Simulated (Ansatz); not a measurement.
A computed series for V3Si: pressure series

The reference is V₃Si in the A15 (Cr3Si type) structure (space group Pm-3n, No. 223; a = 4.6499 Å).

Cell and atoms are relaxed at each pressure.

Calculations: PBEsol in Ansatz (plane waves to 420 eV, PAW, no spin-orbit coupling), earlier PAW set.

Notes on the quantities. enthalpy: H = E + PV relative to the base's energy.

```csv
change,lattice parameter a,enthalpy
base,4.650 Å,–
pressure −2 GPa,4.665 Å,-0.16 eV/atom
pressure −1 GPa,4.657 Å,-0.08 eV/atom
pressure 1.8 GPa,4.637 Å,+0.14 eV/atom
pressure 4.2 GPa,4.620 Å,+0.33 eV/atom
pressure 9 GPa,4.588 Å,+0.69 eV/atom
pressure 18 GPa,4.535 Å,+1.36 eV/atom
pressure 30 GPa,4.475 Å,+2.21 eV/atom
pressure 45 GPa,4.411 Å,+3.24 eV/atom
pressure 60 GPa,4.356 Å,+4.22 eV/atom
```

Load acts through the strain it causes; cell and atoms are relaxed under it. No phonon test of stability was made. No other phases were tried under pressure. Starting moments died away, wholly or in part, for the base; another magnetic solution may exist. The final runs are not spin-polarised.

Ansatz is a first-principles code.
